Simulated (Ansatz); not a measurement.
For PtAu (R-3m, No. 166, 2 atoms in the cell; start mp-1219709), LDA (PAW; Ansatz, a first-principles code) gives:

```
Property                           Value
------------------------------  --------
equilibrium lattice constant a   2.786 Å
c axis length                   13.917 Å
bulk modulus                     249 GPa
```

### Question
What does PBEsol (plane waves, PAW; Ansatz) give for the same quantities?

### Answer

- lattice constant a: 2.806 Å (goes up by 0.7 %)
- lattice parameter c: 14.022 Å (increases by 0.8 %)
- bulk modulus: 229 GPa (falls by 8.0 %)

Changes are worked out from the printed values.

Unless a cell is named, each level is at its own relaxed cell (LDA 15.59, PBEsol 15.94 Å³/atom).

Levels without +SOC leave out spin–orbit coupling, which shifts energies and cells of such heavy elements.

Caveats: the bulk modulus is −V dP/dV from two relaxed cells at ±2 % in volume (LDA, PBEsol); the relaxation could not lower the start's symmetry, so the cell can be a saddle point above a distorted one (LDA, PBEsol). Ansatz's density-functional and Hartree–Fock values are scalar-relativistic unless marked +SOC, with PAW data made under PBE.

A start named mp-… is a Materials Project structure, which need not be a measured phase.
